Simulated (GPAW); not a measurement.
Short convergence ladders for V (Im-3m, 1 atom in the cell)

```xyz
1
Lattice="-1.5074 1.5074 1.5074 1.5074 -1.5074 1.5074 1.5074 1.5074 -1.5074" Properties=species:S:1:pos:R:3 pbc="T T T"
V      0.0000     0.0000     0.0000
```

Base method: PBE, GPAW PAW datasets PBE (gpaw-data 1.0.1) (plane waves; GPAW 25.7.0).

Base settings: mode = pw; ecut = 800 eV; xc = PBE; kpts = 11 11 11; mesh shift (steps) = 0 0 0; occupations.name = methfessel-paxton; occupations.width = 0.1 eV; occupations.order = 0; nbands = -5; symmetry.symmorphic = false.

The count of work is k-points × plane waves × bands × iterations; it is no time. Core times come from one kind of shared machine, to one figure; runs under 30 s give none.

**The k-point mesh at a smearing width of 0.02 eV**

In this ladder: occupations.width = 0.02 eV.

Only quantities that move along the ladder and can be compared are tabulated.

| kpts | free energy less the last step's (meV/atom) | pressure (GPa) | count of work / last |
|---|---|---|---|
| 5 5 5 | 42.94 | -0.02 | 0.017 |
| 6 6 6 | 68.51 | 1.06 | 0.022 |
| 8 8 8 | -9.23 | -3.38 | 0.032 |
| 9 9 9 | 11.14 | -2.60 | 0.059 |
| 11 11 11 | 1.68 | -2.25 | 0.062 |
| 14 14 14 | -6.22 | -2.34 | 0.11 |
| 17 17 17 | 2.20 | -1.72 | 0.18 |
| 25 25 25 | 0.24 | -2.04 | 0.54 |
| 30 30 30 | 0.00 | -2.10 | 1.0 |

Coarsest kpts that holds the pressure within 0.2 GPa of the last step, with all finer ones: 25 25 25; the step before is off by 0.38 GPa.

Coarsest kpts that holds the free energy within 5 meV/atom of the last step, with all finer ones: 17 17 17, at 0.18 of the last step's count of work; the step before is off by 6.2 meV/atom.

**The width of Gaussian smearing**

In this ladder: kpts = 18 18 18.

Narrow widths need finer meshes than wide ones, so the last steps can hold mesh noise.

Only quantities that move along the ladder and can be compared are tabulated; pressure and forces are left out, as mesh noise rules them at narrow widths.

| occupations.width | free energy less the last step's (meV/atom) | energy extrapolated to zero width less the last step's (meV/atom) | core time / last (rough) |
|---|---|---|---|
| 1 eV | -375.06 | -35.03 | 0.7 |
| 0.5 eV | -105.96 | -8.05 | 0.7 |
| 0.3 eV | -39.53 | -1.00 | 0.8 |
| 0.2 eV | -17.05 | 0.26 | 0.5 |
| 0.1 eV | -3.29 | 0.19 | 0.6 |
| 0.05 eV | 0.00 | 0.00 | 1 |

Widest occupations.width that holds the free energy within 5 meV/atom: not settled: the last two steps still differ by 3.3 meV/atom, over half the tolerance, so the ladder does not show it.

Widest occupations.width that holds the energy extrapolated to zero width within 2 meV/atom of the last step, with all finer ones: 0.3 eV; the step before is off by 8.0 meV/atom.

The extrapolation to zero width removes most of the smearing's effect on the energy.

**The setting conv density**

Moved along: convergence.energy, convergence.eigenstates.

The mesh stays at the base's, so the ladder's end is converged at best in this setting alone.

Only quantities that move along the ladder and can be compared are tabulated.

```tsv
convergence.density	pressure (GPa)
0.01 e/electron	0.24
0.001 e/electron	-1.81
0.0001 e/electron	-1.84
1e-06 e/electron	-1.84
1e-07 e/electron	-1.84
```

Coarsest convergence.density that holds the pressure within 0.05 GPa of the last step, with all finer ones: 0.001 e/electron; the step before is off by 2.1 GPa.

On the base run: the starting cell has typed, rounded lattice constants, without a prior relaxation at this level. Its lattice was rescaled by up to half a per cent. Spin polarisation is off.

Left out of this page: 2 runs of the series outside the window shown, repeating another row's setting, or not comparable.
